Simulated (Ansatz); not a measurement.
## What tensor shear ε_xy = +2.00 % does to CdSe

The parent structure is CdSe in the zinc blende structure (space group F-43m, No. 216; a = 6.133 Å). Axes: x, y, z lie along the cube axes.

The change: a pure shear with ε_xy = ε_yx = 0.0200; the atoms relax in the strained cell.

Level of theory: r2SCAN (Ansatz, a first-principles code, PAW, scalar-relativistic without spin-orbit coupling). Settings: 9×9×9 k-points, 0.05 eV Fermi–Dirac smearing.

```csv
quantity,base,changed,shift
volume per atom,28.84 Å³,28.83 Å³,-0.01 Å³
space group,F-43m (No. 216),Imm2 (No. 44),–
shortest interatomic distance,2.656 Å,2.651 Å,-0.0043 Å
energy relative to the base (free energy F),0 meV/atom,+3.2 meV/atom,+3.2 meV/atom
band gap,1.04 eV,0.94 eV,-0.10 eV
gap character,direct at Γ,direct at Γ,–
electron mass,0.093 mₑ (at Γ),0.093 mₑ (at Γ),–
"valence-band top at Γ (three highest levels, from the VBM)","0.00, 0.00, 0.00 eV","0.00, -0.10, -0.18 eV",–
largest internal atomic displacement,–,0.026 Å,–
"stress (xx, yy, zz, yz, xz, xy; compression positive)",–,"(0.00, 0.00, -0.02, 0.00, 0.00, -0.89) GPa",–
```

Final structure:

```
CdSe
1.0
    0.06133     3.06658     3.06658
    3.06658     0.06133     3.06658
    3.12792     3.12792     0.00000
Cd Se
1 1
Direct
  0.00427   0.00427   0.99573
  0.24573   0.24573   0.25427
```

Masses are band curvatures over ±0.01 Å⁻¹ around the edge. Whether these cells are dynamically stable was not tested. Labels are those of the standard path for the cell's own space group.
